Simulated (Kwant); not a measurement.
Model system: wire with a side stub in a CdTe two-dimensional gas. Effective mass 0.096 mₑ, grid spacing 2.5 nm, hard walls, nominal width 60 nm (23 grid rows, so walls 60 nm apart), one parabolic valley, scattering region 180 nm long along x; energies count from the band bottom; Fermi energy swept from 0.00087044 to 0.010336 eV. Closed stub on one side, 50 nm wide and 120 nm deep.

The device is made up for the run: typed textbook-type constants, with dimensions and the other settings drawn at random.

Model: effective-mass tight-binding model on a square grid, one spin, coherent transport at 0 K (Kwant). Conductance is in e²/h.

Question: How many channels do the leads carry at E = 6.04, 7.23, 7.39 meV?

Answer: The hard-wall thresholds are n² ħ²π²/(2mW²) = n² × 1.09 meV with W = 60 nm. √(6.04/1.09) = 2.36, so 2. √(7.23/1.09) = 2.58, so 2. √(7.39/1.09) = 2.61, so 2.
